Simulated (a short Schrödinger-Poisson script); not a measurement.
Stack: symmetric double-gate stack, SiO2 on p-type Si(100), at 300 K.

```
layer  material  thickness (nm)  Na (cm⁻³)
-----  --------  --------------  ---------
1          SiO2             2.2          -
2            Si               3       2e18
3          SiO2             2.2          -
```

Constants are typed, rounded textbook-type inputs, not results; the design itself was drawn at random and stands for no fabricated device. SiO2: permittivity 3.9, conduction-band edge (eV) 3.15, gap (eV) 9, electron mass (mₑ) 0.5. Si: permittivity 11.7, conduction-band edge (eV) 0, gap (eV) 1.124, Nv at 300 K (cm⁻³) 3.1e19.

Channel valleys (confinement mass, in-plane density-of-states mass, number): Δ2 0.916, 0.19, 2; Δ4 0.19, 0.417, 4. At the gates, both at one voltage, the conduction-band edge of layer 1 lies 3.43 eV − eVg above the Fermi level of the channel. Gaps are held at their typed values at every temperature. Mesh 0.03 nm at interfaces.

Solved with a short Schrödinger-Poisson script written for these runs: 1D Poisson equation in equilibrium, electrons quantum, Hartree (BenDaniel-Duke, 12 states a valley, the channel's in-plane mass for all, wave functions ending at the dielectric), parabolic valleys, classical holes, full ionisation, no traps, pinning or gate leakage.

The same stack at other levels of the model or other numerical settings:

```tsv
run	sheet density of all electrons at Vg = 1.7 V (cm⁻²)	sheet density of all electrons at Vg = 0.5 V (cm⁻²)	capacitance of both gates at Vg = 1.7 V (μF/cm²)	rough cost against the base
base	2.15e13	2.52e12	2.67	about 1
electrons treated as classical, Boltzmann	[?]	3.81e12	[?]	0.09
electrons treated as classical, Fermi-Dirac	2.47e13	3.73e12	[?]	0.2
mesh six times as coarse	2.15e13	2.52e12	2.67	0.4
one subband a valley	2.12e13	2.51e12	2.60	0.6
```

Task: Complete the blanks.

Result: 
- electrons treated as classical, Fermi-Dirac, capacitance of both gates at Vg = 1.7 V (μF/cm²): 2.88
- electrons treated as classical, Boltzmann, capacitance of both gates at Vg = 1.7 V (μF/cm²): 3.02
- electrons treated as classical, Boltzmann, sheet density of all electrons at Vg = 1.7 V (cm⁻²): 2.57e13

The classical rows ignore confinement, and Boltzmann statistics overrate the density once the band edge passes the Fermi level.
